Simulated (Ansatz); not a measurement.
Take W in the diamond structure (space group Fd-3m, No. 227; a hypothetical phase, not in the database extracts checked; relaxed with 0.1 eV smearing) as the base.

```
CELL_PARAMETERS angstrom
      0.00000     2.91587     2.91587
      2.91587     0.00000     2.91587
      2.91587     2.91587     0.00000
ATOMIC_POSITIONS crystal
  W  0.25000 0.25000 0.25000
  W  0.00000 0.00000 0.00000
```

Cartesian axes are those of the cell as printed.

The values are results of PBE in Ansatz (plane waves to 420 eV, PAW, scalar-relativistic without spin-orbit coupling), not measurements.

One thing is altered: every lattice vector is stretched by 1.71 %; the atoms relax in the strained cell.

Task: Predict the stress tensor and what it implies for the stiffness.

Result: Stress of the strained cell less that of the base (GPa, compression positive):
```
   -5.5     0.0     0.0
    0.0    -5.5     0.0
    0.0     0.0    -5.5
```

Then B = −ΔP/(ΔV/V₀) with ΔV/V₀ = 0.0522 gives secant stiffness values (nonlinear terms included at this strain): B ≈ 106 GPa.

As a check, the harmonic strain energy −½ V₀ Δσ:ε is 22 meV/atom; the computed energy rise is 23 meV/atom.

No phonon test of stability was made. The final runs are not spin-polarised. W has a high density of states at the Fermi level and may be magnetic at this level.

Ansatz is a program for electronic structure.
